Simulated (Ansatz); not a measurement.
The reference is PbTe in the rock salt structure (space group Fm-3m, No. 225; a = 6.4421 Å).

Structures relaxed with PBEsol (Ansatz, a quantum-chemistry and plane-wave program; PAW; 420 eV plane waves; no SOC).

Base:

Simulated powder pattern, Co Kα, λ = 1.79026 Å (kinematic, ideal powder, no thermal factors, no anomalous dispersion; the 14 strongest lines at most, above 2 %, up to 2θ = 90°):

```tsv
2θ (°)	I/Imax (%)	hkl
27.85	11	(111)
32.27	100	(200)
46.28	76	(220)
54.88	6.3	(311)
57.55	27	(222)
67.53	13	(400)
74.55	2.8	(331)
76.84	37	(420)
85.80	29	(422)
```

It is then changed as follows: the cell is scaled by 1.0150 in all directions, atoms relaxed at fixed cell.

Question: How do the reflections move or split?

Answer: 
Simulated powder pattern, Co Kα, λ = 1.79026 Å (kinematic, ideal powder, no thermal factors, no anomalous dispersion; the 14 strongest lines at most, above 2 %, up to 2θ = 90°):

```csv
2θ (°),I/Imax (%),hkl
27.43,11,(111)
31.78,100,(200)
45.56,77,(220)
54.01,6.3,(311)
56.62,28,(222)
66.40,13,(400)
73.27,2.8,(331)
75.50,37,(420)
84.24,29,(422)
```

The indices refer to the base's conventional cell; one index is shown for lines that coincide.

The cells carry an imposed strain or load. No phonon test of stability was made.
